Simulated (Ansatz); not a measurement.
Start from MgS in the rock salt structure (space group Fm-3m, No. 225; a = 5.129 Å). Axes: x, y, z lie along the cube axes.

Computed with LDA (Ansatz, an electronic-structure program; PAW; 420 eV plane waves; no SOC).

Strains are applied to the cell and any free atomic positions relax.

One change was made to it. Results:

| quantity | base | after |
|---|---|---|
| smallest direct gap | 3.83 eV | 3.80 eV |
| valence-band top at Γ (three highest levels, from the VBM) | 0.00, 0.00, 0.00 eV | 0.00, -0.03, -0.06 eV |
| shortest interatomic distance | 2.565 Å | 2.565 Å |

### Question
Which of these changes matches the shifts?
A) tensor shear ε_xy = +0.29 %
B) tensor shear ε_xy = +1.43 %
C) tensor shear ε_xy = +0.86 %

### Answer
A, tensor shear ε_xy = +0.29 %. For comparison, the valence-band top at Γ in the other runs: tensor shear ε_xy = +1.43 % gives 0.00, -0.14, -0.27 eV; tensor shear ε_xy = +0.86 % gives 0.00, -0.08, -0.16 eV.

Whether these cells are dynamically stable was not tested.
